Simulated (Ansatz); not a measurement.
Start from EuO in the rock salt structure (space group Fm-3m, No. 225; a = 4.965 Å; ferromagnetic; relaxed with 0.1 eV smearing). Axes: x, y, z lie along the cube axes.

Level of theory: Ansatz (an electronic-structure program), PBEsol, PAW, cutoff 420 eV, no SOC.

The change: the cell is compressed by 4.92 % along x with no lateral relaxation, atoms relaxed at fixed cell.

Q: What does the calculation give for the stress and energy relative to the base after the change?

A: The stress (xx, yy, zz, yz, xz, xy; compression positive) is (16.3, 2.7, 2.7, 0.0, 0.0, 0.0) GPa; the energy grows by 35 meV/atom.

Other magnetic orders, which the real material may have, were not ruled out. The state of the 4f shell was not checked for lower solutions. The cells carry an imposed strain or load. No phonon test of stability was made. No Hubbard U is applied, and correlation can decide whether such a compound is a metal.
